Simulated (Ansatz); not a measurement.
Input:

```xyz
2
Lattice="0.0000 2.2744 2.2744 2.2865 0.0000 2.2744 2.2865 2.2744 0.0000" Properties=species:S:1:pos:R:3 pbc="T T T"
N      3.4297     3.4116     3.4116
Ga     0.0000     0.0000     0.0000
```

No spin polarisation.

A single point on GaN with a change (uniaxial strain ε_xx = +0.53 %), its geometry relaxed with PBE.

All numbers come from r2SCAN (Ansatz, a quantum-chemistry and plane-wave program), no spin-orbit coupling, earlier PAW set. Settings: 12×12×12 k-points, 0.05 eV Fermi–Dirac smearing.

Predict the band gap.

1.90 eV.

What electron mass does the calculation give?

0.15 mₑ (at Γ).

Predict the gap character.

Direct at Γ.

Single points use the geometry relaxed with PBE. Masses are band curvatures over ±0.01 Å⁻¹ around the edge. Stability against distortions was not tested. The cell was made from GaN in the zinc blende structure (space group F-43m, No. 216) by this change: uniaxial strain ε_xx = +0.53 %. This is not the structure that GaN has at room temperature and ambient pressure.
